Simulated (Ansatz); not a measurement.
Functionals compared on a constructed model of the (100) surface of fcc Rh, a pseudomorphic layer of Ti in the host's stacking (bottom of the slab: a bare face, its two planes held), in Ansatz (plane waves, PAW). The structure was relaxed with PBE; the other rows are single points on it. Cutoff 420 eV (500 eV for r2SCAN).

Model: 7-atom slab, 12.1 Å thick at the start, 14x14x1 mesh, Fermi-Dirac 0.1 eV, dipole correction, 2 atoms held, the rest relaxed; held to the start's symmetry, so lower structures may exist; no spin, no spin-orbit, no U. It is one candidate, not shown to be the stable structure of the face. These notes are the PBE run's.

```
functional  work function of the top face (eV)          rough cost of the single point
----------  ----------------------------------  --------------------------------------
PBE                                       4.45                                       –
RPBE                                      4.34  about 40 core-seconds (a rough figure)
r2SCAN                                     [?]                 roughly 90 core-seconds
```

Question: Some entries are withheld; supply them.

Answer: 
- r2SCAN, work function of the top face (eV): 4.58

Ansatz is a quantum-chemistry and plane-wave program.
